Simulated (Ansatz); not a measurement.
Consider TiPt$_{3}$ in the Cu3Au type structure (space group Pm-3m, No. 221; a = 3.900 Å; relaxed with 0.1 eV smearing). Axes: x, y, z lie along the cube axes.

The values are results of PBEsol, PAW, 420 eV (Ansatz, a quantum-chemistry and plane-wave program; no spin-orbit coupling), not measurements.

For the base:

```
Quantity                        Result
-----------------------------  -------
Shortest interatomic distance  2.757 Å
Band gap                          zero
```

Now apply this change: a pure shear with ε_xy = ε_yx = 0.0067, atoms relaxed at fixed cell.

Q: How does this affect the stress, energy relative to the base, shortest interatomic distance and band gap?

A: The stress (xx, yy, zz, yz, xz, xy; compression positive) comes out as (0.1, 0.1, 0.0, 0.0, 0.0, -2.1) GPa; the energy increases by 1.3 meV/atom; the shortest interatomic distance decreases by 0.018 Å, from 2.757 Å to 2.739 Å; the band gap is still zero.

The cells carry an imposed strain or load. Stability against distortions was not tested. All final runs are without spin polarisation.
